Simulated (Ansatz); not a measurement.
System: LiF (model structure, started from the NiAs type, P6₃/mmc, No. 194, 4 atoms in the cell). Method: LDA (PAW; Ansatz, a first-principles code).

Settings: plane-wave cutoff 520 eV, 12×12×8 k mesh (along the axes of the cell as run), Fermi–Dirac smearing 0.01 eV, scalar-relativistic PAW data made under PBE.

Computed at the level's own relaxed cell.

```xyz
4
Lattice="2.7183 0.0000 0.0000 -1.3592 2.3541 0.0000 0.0000 0.0000 4.6902" Properties=species:S:1:pos:R:3 pbc="T T T"
Li     0.0000     0.0000     0.0000
Li     0.0000     0.0000     2.3451
F      0.0000     1.5694     1.1726
F      1.3592     0.7847     3.5177
```

Problem. List the 10 lowest band energies at Γ above −25 eV (eV, relative to the valence band maximum), grouping those that round alike.

Solution. At Γ: -19.94, -19.55, -2.97, -0.34, -0.19 (×2), 0.00 (×2), 9.54, 10.84.

Note: the relaxation could raise the start's symmetry but not lower it, so the cell can be a saddle point.

A model structure was made by putting elements into a prototype or built by hand; it is no filed structure, need not be a known phase, and can be a saddle point held by its symmetry.
